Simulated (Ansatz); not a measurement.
We consider SnO₂ (within 0.1 Å of P4₂/mnm, No. 136, 6 atoms in the cell; start mp-550172), described by PBE0 (Ansatz, an electronic-structure program, PAW).

Run with plane-wave cutoff 500 eV, 6×6×6 k mesh, gaussian smearing 0.02 eV, scalar-relativistic PAW data made under PBE.

Cell (relaxed with r²SCAN):

```xyz
6
Lattice="4.7595 0.0000 0.0000 0.0000 4.7599 0.0000 0.0000 0.0000 3.2008" Properties=species:S:1:pos:R:3 pbc="T T T"
Sn     2.3797     2.3799     1.6004
Sn     0.0000     0.0000     0.0000
O      1.4554     1.4566     0.0000
O      3.3041     3.3033     0.0000
O      3.8351     0.9233     1.6004
O      0.9244     3.8366     1.6004
```

**Question.** Predict the band gap.

**Answer.** 
band gap: 3.55 eV (on the SCF k mesh)

Note: cell and atoms aren't relaxed at this level (largest force component 0.04 eV/Å, pressure -1.5 GPa).

Spin–orbit coupling is not included.

Static lattice: no zero-point or thermal effects.

Cost on a shared machine: very roughly 4 core-minutes.

A start named mp-… is a Materials Project structure, which need not be a measured phase.
